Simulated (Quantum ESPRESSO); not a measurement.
**Relaxation of cell and atoms of MgH2 (P4_2/mnm, 6 atoms in the cell) at several settings**

```xyz
6
Lattice="4.4194 0.0000 0.0000 0.0000 4.4194 0.0000 0.0000 0.0000 2.9542" Properties=species:S:1:pos:R:3 pbc="T T T"
Mg     2.2097     2.2097     1.4771
Mg     0.0000     0.0000     0.0000
H      3.0740     3.0740     0.0000
H      1.3454     1.3454     0.0000
H      3.5551     0.8643     1.4771
H      0.8643     3.5551     1.4771
```

Base: LDA (PZ), GBRV 1.5 ultrasoft (LDA) pseudopotentials (Quantum ESPRESSO). Its settings: ecutwfc = 40 Ry; ecutrho = 200 Ry; occupations = fixed; potentials = {Mg: mg_lda_v1.4.uspp.F.UPF, H: h_lda_v1.4.uspp.F.UPF}; K_POINTS = automatic 8 8 11 0 0 0; nbnd = 16; conv_thr = 1e-09 Ry; mixing_beta = 0.3. Starting volume 9.62 Å³ per atom.

Each line gives the change from the base single point and the result:

- calculation: scf → vc-relax; tprnfor: true → default; tstress: true → default; ecutwfc: 40 Ry → 55 Ry; ecutrho: 200 Ry → 440 Ry; nbnd: 16 → 8; pseudopotentials: {Mg: mg_lda_v1.4.uspp.F.UPF, H: h_lda_v1.4.uspp.F.UPF} → {Mg: Mg.pbe-n-kjpaw_psl.0.3.0.UPF, H: H.pbe-rrkjus_psl.1.0.0.UPF}; input_dft: default → revpbe [DFT, revPBE, plane waves, SSSP 1.1.2 efficiency (PBE) pseudopotentials]: pressure -0.02 GPa; largest force (vector length) 0.002 eV/Å; final cell a = b = 4.551 Å, c = 3.028 Å, α = β = γ = 90.00°; final volume per atom 10.45 Å³; relaxation steps 7.
- calculation: scf → vc-relax; tprnfor: true → default; tstress: true → default; ecutwfc: 40 Ry → 56 Ry; ecutrho: 200 Ry → 280 Ry: pressure -0.01 GPa; final cell a = 4.430 Å, b = 4.430 Å, c = 2.973 Å, α = 90.00°, β = 90.00°, γ = 90.00°; final volume per atom 9.72 Å³; relaxation steps 3; free energy against the base single point -1.6 meV/atom.

The starting cell comes from a database of computed structures (which also holds hypothetical and non-ambient phases and stackings), without a prior relaxation at this level. Its lattice was rescaled by a random factor within 2.5 % of one.
